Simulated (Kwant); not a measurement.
Device: quantum point contact (saddle potential) in a InAs two-dimensional gas. Effective mass 0.023 mₑ, grid spacing 10 nm, hard walls, nominal width 200 nm (19 grid rows, so walls 200 nm apart), one parabolic valley, scattering region 600 nm long along x; energies count from the band bottom; Fermi energy 0.00632 eV. Potential (V0 + ½k y²) cos²(πx/L) for |x| < L/2, with V0 swept from 0.006636 to 0 eV, k = 4.5e-06 eV/nm², L = 490 nm.

The device is made up for the run: typed textbook-type constants, with dimensions and the other settings drawn at random.

Model: effective-mass tight-binding model on a square grid, one spin, coherent transport at 0 K (Kwant). Conductance is in e²/h.

Problem. Compare with the saddle-point formula G = Σ 1/(1 + exp(−2π(E − V0 − ħωy(n + ½))/ħωx)), taking ħωy = ħ√(k/m) and ħωx from the curvature along x of V0 plus half of the mode's confinement energy.

Solution. ħωy = 3.86 meV; at V0 = 5.39 meV the lowest mode has ħωx = 1.32 meV.

| V0 (meV) | formula | simulation |
|---|---|---|
| 6.25 | 0.00024 | 0.00021 |
| 5.39 | 0.0085 | 0.0086 |
| 4.52 | 0.34 | 0.36 |
| 3.65 | 0.98 | 0.99 |
| 2.79 | 1.00 | 1.00 |
| 1.92 | 1.00 | 1.00 |

The formula takes a parabolic saddle in the continuum; the run has the full potential on a grid.
